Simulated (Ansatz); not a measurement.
# WS2: stress against strain

WS2 (2H layered, P6_3/mmc, 16.485 Å³/atom at rest, c along z) under a strain ε along c (axis z), the other axes held. PBEsol-D3(BJ) in Ansatz, a plane-wave DFT program (PAW, default set), 420 eV, 12×12×3 Γ-centred mesh, Fermi-Dirac smearing 0.05 eV; ions are relaxed within the symmetry of each cell. Stress is positive for a compressed cell.

Here s stands for strain and y for stress zz.

| strain (%) | stress zz (GPa) |
|---|---|
| -3.00 | ? |
| -1.20 | 1.35 |
| -0.60 | 0.64 |
| 0.00 | 0.00 |
| 0.60 | -0.57 |
| 1.20 | -1.07 |

Fit y of the 5 rows that show it with a straight line. Means: s 0, y 0.070. About the means, the sum of products is -3.6300 and the sum of squares of s is 3.6000; the slope is their ratio. Least squares gives y = 0.070 - 1.0083·s. Residuals (row less fit): 0.070, -0.035, -0.070, -0.035, 0.070; standard error 0.076 (degrees of freedom: 3). The slope gives the elastic constant C33 = 101 ± 4 GPa.

Q: Estimate the missing y (s = -3.00); what did the run itself give?

A: y = 0.070 - 1.0083 × (-3.0) = 3.095 GPa. The calculation gives 3.96 GPa, 0.865 GPa above the prediction (17.2 % of the range of y in the table). The row lies outside the fitted rows, so this is an extrapolation. From the scatter of the fitted rows alone, a prediction at this place has a standard error of 0.145 GPa, so the miss is 6.0 times that.

One order more, fitted to all 11 runs of the series, follows each within 0.05, so the miss is the next term of a smooth law. Rows are the converged runs of the series near zero and its far end; series whose fitted rows scatter by over a few per cent of the range, as at a crossing or softening among them, aren't shown in this form. Most that stay on the fit to the last digits aren't either.
